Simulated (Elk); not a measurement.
**Worked example: self-consistent single point of SrZnSbF (P4/nmm, 8 atoms in the cell) in Elk**

Method of the run: LDA (PW92), all-electron FP-LAPW, Elk's shipped species files, default APW+lo basis run with Elk.

The input file:

```
tasks
  0

xctype
  3

rgkmax
  7.0

stype
  0

swidth
  0.00499791

scale
  8.228887999

avec
    1.0000000000    0.0000000000    0.0000000000
    0.0000000000    1.0000000000    0.0000000000
    0.0000000000    0.0000000000    2.1761563793

atoms
  4   : nspecies
  'Sr.in'   : spfname
  2   : natoms; atposl, bfcmt below
  0.0000000000  0.5000000000  0.8601000000    0.0 0.0 0.0
  0.5000000000  0.0000000000  0.1399000000    0.0 0.0 0.0
  'Zn.in'   : spfname
  2   : natoms; atposl, bfcmt below
  0.5000000000  0.5000000000  0.5000000000    0.0 0.0 0.0
  0.0000000000  0.0000000000  0.5000000000    0.0 0.0 0.0
  'Sb.in'   : spfname
  2   : natoms; atposl, bfcmt below
  0.0000000000  0.5000000000  0.3209800000    0.0 0.0 0.0
  0.5000000000  0.0000000000  0.6790200000    0.0 0.0 0.0
  'F.in'   : spfname
  2   : natoms; atposl, bfcmt below
  0.5000000000  0.5000000000  0.0000000000    0.0 0.0 0.0
  0.0000000000  0.0000000000  0.0000000000    0.0 0.0 0.0

ngridk
  5 5 3
```

Output, abridged:

```
│ Elk code version 10.2.4 │

All units are atomic (Hartree, Bohr, etc.)

│ Ground-state run starting from atomic densities │

Lattice vectors :
   8.228887999       0.000000000       0.000000000
   0.000000000       8.228887999       0.000000000
   0.000000000       0.000000000       17.90734711

Unit cell volume      :    1212.588806
Brillouin zone volume :   0.2045625131

Muffin-tin inner radius fraction :   0.1000000000E-01

Nuclei treated as point charges

Species :    1 (Sr)
 parameters loaded from : Sr.in
 name : strontium
 nuclear charge    :   -38.00000000
 electronic charge :    38.00000000
 atomic mass :    159721.4890
 muffin-tin radius :    2.600000000
 number of radial points in muffin-tin :    597
 atomic positions (lattice), magnetic fields (Cartesian) :
   1 :   0.25000000  0.25000000  0.36010000    0.00000000  0.00000000  0.00000000
   2 :  -0.25000000 -0.25000000 -0.36010000    0.00000000  0.00000000  0.00000000

Species :    2 (Zn)
 parameters loaded from : Zn.in
 name : zinc
 nuclear charge    :   -30.00000000
 electronic charge :    30.00000000
 atomic mass :    119233.3129
 muffin-tin radius :    2.400000000
 number of radial points in muffin-tin :    497
 atomic positions (lattice), magnetic fields (Cartesian) :
   1 :  -0.25000000  0.25000000  0.00000000    0.00000000  0.00000000  0.00000000
   2 :   0.25000000 -0.25000000  0.00000000    0.00000000  0.00000000  0.00000000

Species :    3 (Sb)
 parameters loaded from : Sb.in
 name : antimony
 nuclear charge    :   -51.00000000
 electronic charge :    51.00000000
 atomic mass :    221954.9019
 muffin-tin radius :    2.600000000
 number of radial points in muffin-tin :    597
 atomic positions (lattice), magnetic fields (Cartesian) :
   1 :   0.25000000  0.25000000 -0.17902000    0.00000000  0.00000000  0.00000000
   2 :  -0.25000000 -0.25000000  0.17902000    0.00000000  0.00000000  0.00000000

Species :    4 (F)
   [... lines left out ...]
Maximum |G| for potential and density :    12.00000000
 potential will be trimmed for |G| > 2 gkmax
Constant for pseudocharge density :    8
Radial integration step length :    4

G-vector grid sizes :     32    32    70
Number of G-vectors :    35421

Maximum angular momentum used for
 APW functions                      :    8
 outer part of muffin-tin           :    6
 inner part of muffin-tin           :    1

Total nuclear charge    :   -256.0000000
Total core charge       :    156.0000000
Total valence charge    :    100.0000000
Total excess charge     :    0.000000000
Total electronic charge :    256.0000000

Effective Wigner radius, rₛ :    1.041825524

Number of empty states         :   32
Total number of valence states :   82
Total number of core states    :  156

Total number of local-orbitals :   96

Exchange-correlation functional :      3     0     0
 Perdew-Wang/Ceperley-Alder, Phys. Rev. B 45, 13244 (1992)
 gradient requirement :    0
 local density approximation (LDA)

Smearing type :    0
 Gaussian
Smearing width :   0.4997910000E-02
Effective electronic temperature (K) :    1578.215154

Mixing type :    3
 Broyden mixing, J. Phys. A: Math. Gen. 17, L317 (1984)

Kohn-Sham potential initialised from atomic data
│ Self-consistent loop started │
│ Loop number : 1 │
 total energy                :     -23104.8913355
│ Loop number : 2 │
 total energy                :     -23105.3245431
RMS change in Kohn-Sham potential (target) :   0.2572050508     (  0.1000000000E-05)
Absolute change in total energy (target)   :   0.4332076706     (  0.1000000000E-03)
│ Loop number : 3 │
 total energy                :     -23104.6215347
RMS change in Kohn-Sham potential (target) :   0.2224721489     (  0.1000000000E-05)
Absolute change in total energy (target)   :   0.5947064963     (  0.1000000000E-03)
│ Loop number : 4 │
 total energy                :     -23103.4122382
RMS change in Kohn-Sham potential (target) :   0.1224383856     (  0.1000000000E-05)
Absolute change in total energy (target)   :    1.357973187     (  0.1000000000E-03)
│ Loop number : 5 │
 total energy                :     -23100.3975307
RMS change in Kohn-Sham potential (target) :   0.7080492762E-01 (  0.1000000000E-05)
Absolute change in total energy (target)   :    3.354200750     (  0.1000000000E-03)
   [... lines left out ...]
Absolute change in total energy (target)   :   0.5450246244E-03 (  0.1000000000E-03)
│ Loop number : 14 │
 total energy                :     -23094.6549828
RMS change in Kohn-Sham potential (target) :   0.9570713225E-06 (  0.1000000000E-05)
Absolute change in total energy (target)   :   0.1343015028E-03 (  0.1000000000E-03)
│ Loop number : 15 │
 total energy                :     -23094.6550693
RMS change in Kohn-Sham potential (target) :   0.2849251312E-06 (  0.1000000000E-05)
Absolute change in total energy (target)   :   0.1201019695E-03 (  0.1000000000E-03)
│ Loop number : 16 │
 total energy                :     -23094.6551668
RMS change in Kohn-Sham potential (target) :   0.1397405715E-06 (  0.1000000000E-05)
Absolute change in total energy (target)   :   0.1274546375E-03 (  0.1000000000E-03)
│ Loop number : 17 │
 total energy                :     -23094.6551950
RMS change in Kohn-Sham potential (target) :   0.3248090140E-07 (  0.1000000000E-05)
Absolute change in total energy (target)   :   0.6013535676E-04 (  0.1000000000E-03)
Convergence targets achieved

│ Loop number : 18 │

Energies :
 Fermi                       :     0.189155733326
 sum of eigenvalues          :     -13745.4190279
 electron kinetic            :      24057.7225521
 core electron kinetic       :      23188.1039636
 Coulomb                     :     -46461.2611443
 Coulomb potential           :     -36887.2027200
 nuclear-nuclear             :     -1984.86458856
 electron-nuclear            :     -52065.5903915
 Hartree                     :      7589.19383576
 Madelung                    :     -28017.6597843
 xc potential                :     -915.938859998
 exchange                    :     -667.727253398
 correlation                 :     -23.3893520688
 total energy                :     -23094.6551977

Density of states at Fermi energy :    33.03347880
 (states/Hartree/unit cell)

Estimated indirect band gap :   0.2396535067E-01
 from k-point      1 to k-point      2
Estimated direct band gap   :   0.2582217056E-01
 at k-point      2

Charges :
 core                        :    156.0000000
 valence                     :    100.0000000
 interstitial                :    10.03436233
 muffin-tins (core leakage)
  species :    1 (Sr)
   atom    1                 :    35.95483943     (  0.2873924668E-04)
   atom    2                 :    35.95483943     (  0.2873924668E-04)
  species :    2 (Zn)
   atom    1                 :    28.86693113     (  0.8504581854E-04)
   atom    2                 :    28.86693113     (  0.8504581854E-04)
  species :    3 (Sb)
   atom    1                 :    49.15774798     (  0.8125372616E-03)
   atom    2                 :    49.15774798     (  0.8125372616E-03)
  species :    4 (F)
   atom    1                 :    9.003300292     ( -0.3017142092E-11)
   atom    2                 :    9.003300292     ( -0.3017142092E-11)
 total in muffin-tins        :    245.9656377
 total calculated charge     :    256.0382495
 total charge                :    256.0000000
 error                       :   0.3824948525E-01

│ Self-consistent loop stopped │
```

The run converged in 18 iterations. The count includes the last loop, which Elk runs after its targets are met.

The starting cell comes from a database of computed structures (which also holds hypothetical and non-ambient phases and stackings), without a prior relaxation at this level. Spin-orbit coupling is off. Values depend on the basis (sphere radii, cutoffs, local orbitals), which need not be converged. The run gives no clean gap (levels at the Fermi energy touch, overlap or are partly filled at this smearing), which alone does not show that the compound is a metal. The log's line on a gap gives a spacing of levels on this mesh, which the program prints for metals too.

Cost on one core of a shared machine: roughly 40 s.
